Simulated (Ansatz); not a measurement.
Amorphous Si$_{48}$N$_{60}$

The cell was made by melting and quenching with the CHGNet potential and then relaxed with DFT. N atoms were pushed apart under 1.9 Å during the dynamics, to hinder bonds among them. The hot cell started wider than the set density and was brought back towards it in steps. It is the lowest in DFT energy of 2 quenches. It is a model cell: composition and starting density were chosen by hand, and all elements were melted together. No dispersion term was used.

Methods: PBE, scalar-relativistic without spin-orbit coupling (Ansatz, an electronic-structure program); r2SCAN, scalar-relativistic without spin-orbit coupling (Ansatz); HSE06, scalar-relativistic without spin-orbit coupling (Ansatz). Geometry, pressure, stress and energy are those of the PBE run. Its sampling: a 2×2×2 Γ-centred mesh; Fermi-Dirac width 0.02 eV; no spin polarisation. Other functionals are single points at the zone centre (r2SCAN at 500 eV; exact exchange cut at the cell's faces), free to take moments where seeds were set. The usual formal charges leave 12 electrons over, so the level spacing at the Fermi energy parts defect or band states and needn't be the band gap. At PBE the levels at both edges of the gap are localised (band-tail or defect states), and the nearest spread-out levels lie 3.0 eV apart at the zone centre.

- Number of atoms in the cell: 108
- Density (held, not predicted): 2.80 g/cm^3
- Volume per atom: 12.04 Å^3
- Pressure on a 2×2×2 Γ-centred mesh: -5.73 GPa
- Largest force and stress component on that mesh (the relaxation ran on the zone centre alone): 0.08 eV/Å and 5.8 GPa
- Energy relative to beta Si3N4 + silicon (lowest mix at this level among the phases computed, not always the ambient ones): 0.304 eV/atom
- Level spacing at the Fermi energy on a 2×2×2 Γ-centred mesh (PBE): 0.57 eV
- Level spacing at the Fermi energy at the zone centre (PBE): 0.69 eV
- Level spacing at the Fermi energy at the zone centre (r2SCAN): 0.93 eV
- Level spacing at the Fermi energy at the zone centre (HSE06): 1.54 eV

Bonds are counted up to Si-Si 2.60 Å, Si-N 2.12 Å, N-N 1.70 Å. Two cations that share two anions don't count as bonded, nor two that share one unless they lie closer than Si-Si 2.38 Å.

* **Mean coordination of Si by anions**: 3.77 (2 with 2, 7 with 3, 39 with 4); 8 close contacts or bonds to cations besides
* **Mean coordination of N**: 3.02 (59 with 3, 1 with 4)
* **Mean Si-N bond**: 1.782 Å (spread 0.052 Å, 181 counted)
* **Mean Si-Si bond**: 2.422 Å (spread 0.071 Å, 4 counted)

Its density started from a set value of 2.79 g/cm³. Cooling (nominally 150 K/ps over its main leg) ran many orders faster than in experiment, which tends to leave more defects and strain. Values belong to this one cell and scatter from quench to quench. The volume was held where the preparation left it and the shape relaxed, at a PBE pressure of -5.7 GPa (tension). Stress components on the final sampling reach 5.8 GPa.
